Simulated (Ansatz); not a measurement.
**Hypothetical diamond Ir, pressure series**

Take Ir in the diamond structure (space group Fd-3m, No. 227; a = 5.506 Å; a hypothetical phase, not in the database extracts checked) as the base.

Cell and atoms are relaxed at each pressure.

Computed with Ansatz (a first-principles code) PBEsol, spin-orbit coupling left out.

```json
[
 {"pressure (GPa)": "-2", "volume per atom (Å³/atom)": "21.076"},
 {"pressure (GPa)": "-1", "volume per atom (Å³/atom)": "?"},
 {"pressure (GPa)": "0", "volume per atom (Å³/atom)": "20.867"},
 {"pressure (GPa)": "0.3", "volume per atom (Å³/atom)": "20.837"},
 {"pressure (GPa)": "0.7", "volume per atom (Å³/atom)": "20.797"},
 {"pressure (GPa)": "1.5", "volume per atom (Å³/atom)": "20.719"},
 {"pressure (GPa)": "3", "volume per atom (Å³/atom)": "20.577"},
 {"pressure (GPa)": "5", "volume per atom (Å³/atom)": "20.394"},
 {"pressure (GPa)": "7.5", "volume per atom (Å³/atom)": "20.180"}
]
```

### Question
Fit the third-order Birch–Murnaghan form P(V) = (3B₀/2)[(V₀/V)^(7/3) − (V₀/V)^(5/3)]·[1 + (3/4)(B₀′ − 4)((V₀/V)^(2/3) − 1)] (squares taken in P) to the rows shown and predict the withheld row.

### Answer
Least squares on the printed values gives V₀ = 20.867 Å³/atom, B₀ = 206 GPa, B₀′ = 4.9; this predicts 20.970 Å³/atom, and the run gives 20.970 Å³/atom, in agreement.

Load acts through the strain it causes; cell and atoms are relaxed under it. Whether these cells are dynamically stable was not tested. Competing high-pressure phases were not computed. The final runs are not spin-polarised.
